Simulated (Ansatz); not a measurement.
Candidates (primitive cells; geometry: cell and atoms relaxed with PBEsol):
A. ZnO (P6_3mc), a = 3.230 Å, b = 3.230 Å, c = 5.215 Å, α = 90.00°, β = 90.00°, γ = 120.00°
B. AlN (P6_3mc), a = b = 3.1138 Å, c = 4.9837 Å, α = β = 90.00°, γ = 120.00°
C. Si (Fd-3m), a = 3.8422 Å, b = 3.8422 Å, c = 3.8422 Å, α = 60.00°, β = 60.00°, γ = 60.00°
D. GaAs (F-43m), a = 4.0013 Å, b = 4.0013 Å, c = 4.0013 Å, α = 60.00°, β = 60.00°, γ = 60.00°
E. SiC (F-43m), a = 3.0808 Å, b = 3.0808 Å, c = 3.0808 Å, α = 60.00°, β = 60.00°, γ = 60.00°

### Question
Order them by band gap (highest first) at the level PBE with spin-orbit coupling, rigid bands in Ansatz (an electronic-structure program).

### Answer
B (4.17 eV), E (1.36 eV), A (0.79 eV), C (0.56 eV), D (0.39 eV)
